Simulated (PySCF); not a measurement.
PySCF 2.14.0, R2SCAN/def2-svp, df: Ti(O)(F)(Cl) ([O]=[Ti]([F])[Cl]), 4 atoms. The geometry is a generated start, not checked to be a minimum at this level.

```
Property                       Value
-------------------  ---------------
task                          energy
method                        r2scan
basis                       def2-svp
two-electron scheme  density fitting
mol.max_memory               3000 MB
mf.max_cycle                     100
mf.conv_tol          1e-09 (default)
mf.grids.level           3 (default)
basis functions                   77
grid points                    68128
```

```xyz
4

Ti     0.2960     0.2962     0.2871
O      1.4000    -0.6943    -0.2869
F     -0.7983    -0.4801     1.3860
Cl    -0.8977     0.8782    -1.3861
```

Charge 0 and multiplicity 1 are set for this test and not shown to be the ground state.

With the defaults (mf.DIIS = CDIIS, mf.diis = true, mf.damp = 0, mf.diis_start_cycle = 1, mf.init_guess = minao, mf.diis_space = 8, mf.level_shift = 0) it converges in 15 Fock builds. One run each on 2 threads, 1 BLAS thread, with these changes:
- mf.init_guess = atom
- mf.DIIS = ADIIS
- mf.init_guess = huckel
- mf.diis = false, mf.damp = 0.7, mf.diis_start_cycle = 999
- mf.diis_space = 12
- mf.diis = false
- mf.DIIS = EDIIS
- mf.damp = 0.3, mf.diis_start_cycle = 4
- mf.level_shift = 0.3 Hartree

**Question.** Name the settings that don't reach the solution of the defaults.

**Answer.** No convergence: mf.DIIS = EDIIS; mf.diis = false; mf.diis = false, mf.damp = 0.7, mf.diis_start_cycle = 999 (the run ends without SCF convergence in 100 cycles). The rest reach the solution of the defaults.

```json
[
 {"setting": "mf.init_guess = atom", "Fock builds": "14", "end": "same solution"},
 {"setting": "the defaults", "Fock builds": "15", "end": "same solution"},
 {"setting": "mf.diis_space = 12", "Fock builds": "15", "end": "same solution"},
 {"setting": "mf.damp = 0.3, mf.diis_start_cycle = 4", "Fock builds": "19", "end": "same solution"},
 {"setting": "mf.init_guess = huckel", "Fock builds": "20", "end": "same solution"},
 {"setting": "mf.level_shift = 0.3 Hartree", "Fock builds": "31", "end": "same solution"},
 {"setting": "mf.DIIS = ADIIS", "Fock builds": "37", "end": "same solution"},
 {"setting": "mf.DIIS = EDIIS", "Fock builds": "101", "end": "no convergence"},
 {"setting": "mf.diis = false", "Fock builds": "101", "end": "no convergence"},
 {"setting": "mf.diis = false, mf.damp = 0.7, mf.diis_start_cycle = 999", "Fock builds": "101", "end": "no convergence"}
]
```
